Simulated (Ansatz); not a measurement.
System: SnTe (model structure, started from the wurtzite type, P6₃mc, No. 186, 4 atoms in the cell). Method: r²SCAN+rVV10 in Ansatz (PAW).

Numerical settings: plane-wave cutoff 560 eV, 12×12×4 k mesh (along the axes of the cell as run), Fermi–Dirac smearing 0.01 eV, scalar-relativistic PAW data made under PBE.

Cell (relaxed at this level):

SnTe is taken in the hexagonal space group P6₃mc (No. 186), Pearson symbol hP4. Cell: a = b = 5.3556 Å, c = 6.4060 Å, α = β = 90.00°, γ = 120.00°. Sn on 2b sees 4 Te at 3.076–3.095 Å and 1 Te at 3.330 Å (trigonal bipyramidal). Te on 2b is surrounded by 4 Sn at 3.076–3.095 Å and 1 Sn at 3.330 Å (trigonal bipyramidal). (Neighbours: up to the widest gap in distance over summed covalent radii, below 1.35, at either atom; cation-cation and far metal-metal contacts left out.)

Give the computed band gap and direct gap at Γ.


- band gap = 0.42 eV (on the SCF k mesh)
- direct gap at Γ = 2.86 eV

Note: the relaxation could raise the start's symmetry but not lower it, so the cell can be a saddle point.

Spin–orbit coupling is not included; with these elements it can move the gap by several tenths of an eV or more.

Computed values are for the static lattice.

It cost around 15 core-minutes (rough) of CPU time.

A model structure was made by putting elements into a prototype or built by hand; it is no filed structure, need not be a known phase, and can be a saddle point held by its symmetry.

Ansatz is a program for electronic structure.
